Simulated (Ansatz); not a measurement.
Consider Y in the hcp (Mg type) structure (space group P6_3/mmc, No. 194).

```
Y
1.0
    3.68262     0.00000     0.00000
   -1.84131     3.18925     0.00000
    0.00000     0.00000     5.69845
Y
2
Direct
  0.33333   0.66667   0.75000
  0.66667   0.33333   0.25000
```

All numbers come from Ansatz (a first-principles code) r2SCAN, no spin-orbit coupling, earlier PAW set.

One change was made to it. Results:

The volume per atom falls by 11.11 Å³ (33.46 Å³ → 22.35 Å³); the c/a ratio goes up by 0.031, from 1.547 to 1.578.

Name the change that was made.
A) Y → Nb
B) Y → Al
C) Y → Hf
D) Y → Sc

C, Y → Hf. For comparison, the volume per atom in the other runs: Y → Sc gives 24.96 Å³; Y → Al gives 16.00 Å³; Y → Nb gives 18.57 Å³.

No phonon test of stability was made. For Al and Nb in this form, whether it has been made was not checked. The final runs are not spin-polarised. This is not the structure that Al has at room temperature and ambient pressure. This is not the structure that Nb has at room temperature and ambient pressure.
